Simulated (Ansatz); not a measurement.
```
CaTiO3
1.0
    3.75524     0.00000     0.00000
    0.00000     3.75524     0.00000
    0.00000     0.00000     3.75524
Ca Ti O
1 1 3
Direct
  0.00000   0.00000   0.00000
  0.50000   0.50000   0.50000
  0.00000   0.50000   0.50000
  0.50000   0.50000   0.00000
  0.50000   0.00000   0.50000
```

No spin polarisation.

All numbers come from plane-wave PAW DFT at the PBEsol level (Ansatz, a first-principles code, 420 eV), no spin-orbit coupling, earlier PAW set. Settings: 9×9×9 k-points, 0.05 eV Fermi–Dirac smearing.

Predict the width of the top valence band, gap character and smallest direct gap.


* **Width of the top valence band**: 1.16 eV
* **Gap character**: indirect, R → Γ
* **Smallest direct gap**: 2.38 eV

Load acts through the strain it causes; cell and atoms are relaxed under it. Stability against distortions was not tested. Competing high-pressure phases were not computed. All final runs are without spin polarisation. The cell was made from CaTiO3 in the cubic perovskite structure (space group Pm-3m, No. 221; a model cell) by this change: pressure 15 GPa. Many cubic perovskites are stable only at high temperature; tilts and polar distortions were not tested.
